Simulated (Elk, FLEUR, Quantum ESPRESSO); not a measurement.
# Code comparison for DyAl₂Si₂ (P-3m1, 5 atoms in the cell)

Self-consistent single point, at a second geometry (lattice scaled by 0.98). First geometry:

```
CELL_PARAMETERS angstrom
      4.25015     0.00000     0.00000
     -2.12508     3.68074     0.00000
      0.00000     0.00000     6.72273
ATOMIC_POSITIONS crystal
  Dy 0.00000 0.00000 0.00000
  Al 0.66667 0.33333 0.35720
  Al 0.33333 0.66667 0.64280
  Si 0.66667 0.33333 0.73936
  Si 0.33333 0.66667 0.26064
```
Moments meant for the start (each program seeds them in its own way; μB, in the order of the atoms Dy Al Al Si Si): 5.0 0.0 0.0 0.0 0.0.

Shared settings, as Quantum ESPRESSO writes them: occupations = smearing; smearing = fermi-dirac; degauss = 0.0073499 Ry; nspin = 2; K_POINTS = automatic 8 8 4 0 0 0. Potentials and cutoffs stand in the table.

```csv
code,model,ΔF from the first geometry (meV/atom),largest force (eV/Å),size of the net moment (μB/atom),cutoff
FLEUR,"PBEsol, all-electron FLAPW (FLEUR), scalar-relativistic valence",-18.7,0.364,0.91,Kmax 3.8 1/bohr
Quantum ESPRESSO,"PBEsol, SSSP 1.1.2 efficiency (PBE) pseudopotentials",-11.4,0.367,0.92,50 Ry
Elk,"PBEsol, all-electron FP-LAPW, Elk's shipped species files, APW+lo basis with extra local orbitals",-14.1,–,0.91,rgkmax 8
```

Size of the force on each atom (eV/Å): Sizes of forces hide their directions.

| code | Dy1 | Al2 | Al3 | Si4 | Si5 |
|---|---|---|---|---|---|
| FLEUR | 0.000 | 0.089 | 0.089 | 0.364 | 0.364 |
| Quantum ESPRESSO | 0.000 | 0.062 | 0.062 | 0.367 | 0.367 |

A dash marks a value that a program does not give, or that is left out as unsure.

On FLEUR's run: spin-orbit coupling is off. With one magnetic atom in the cell only a parallel order is possible. With U or open f shells several self-consistent states can exist. The f electrons are in the valence without U or exact exchange, which can misplace them near the Fermi level. Spin-orbit terms, which matter for f shells, are left out.

The spread over the programs that give each value: ΔF from the first geometry within 7.3 meV/atom; largest force within 0.003 eV/Å; size of the net moment within 0.01 μB/atom.

FLEUR and Elk treat all electrons, but the usual bases taken here (sphere radii, linearisation, local orbitals, empty states) were not tested for convergence, so the values are no reference for the others.

The starting cell comes from a database of computed structures (which also holds hypothetical and non-ambient phases and stackings), without a prior relaxation at this level. Its lattice was rescaled by a random factor within 2.5 % of one. For this run, on top of that: lattice scaled by 0.98.

Left out of this page: Ansatz (with a known weakness of the program).
